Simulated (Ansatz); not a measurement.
Base system: ScAl₃ in the Cu3Au type structure (space group Pm-3m, No. 221; a = 4.072 Å; relaxed with 0.1 eV smearing). Axes: x, y, z lie along the cube axes.

Computed with PBEsol (Ansatz, a quantum-chemistry and plane-wave program, PAW, scalar-relativistic without spin-orbit coupling).

For the base:

- Pressure: 0.0 GPa
- Shortest interatomic distance: 2.880 Å

Perturbation: a pure shear with ε_xy = ε_yx = 0.0067; the atoms relax in the strained cell.

**Question.** Predict the new energy relative to the base, pressure and shortest interatomic distance.

**Answer.** The energy grows by 0.7 meV/atom; the pressure (mean of the normal stresses, compression positive) is still 0.0 GPa; the shortest interatomic distance falls by 0.0193 Å to 2.860 Å.

Whether these cells are dynamically stable was not tested. The final runs are not spin-polarised.
